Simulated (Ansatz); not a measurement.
Results of r²SCAN+rVV10 (plane waves, PAW; Ansatz, a program for electronic structure) for HoSi2 (I4₁/amd, No. 141; cell taken from a computed entry).

Run with plane-wave cutoff 500 eV, 14×14×14 k mesh, Fermi–Dirac smearing 0.05 eV, spin-polarised start, scalar-relativistic PAW data made under PBE.

Computed at the level's own relaxed cell.

### Question
Predict the volume per atom, lattice constant a and lattice parameter c.

### Answer

- volume per atom: 18.74 Å³/atom
- lattice constant a: 4.036 Å
- lattice parameter c: 13.803 Å

Note: the magnetic order was assumed, not searched for or taken from measurement; the relaxation could not lower the start's symmetry, so the cell can be a saddle point above a distorted one; the 4f shell is treated without U or exact exchange, so its levels and filling can be wrong.

Spin–orbit coupling is not included.

Static lattice: no zero-point or thermal effects.

Cost on a shared machine: roughly 40 core-minutes.
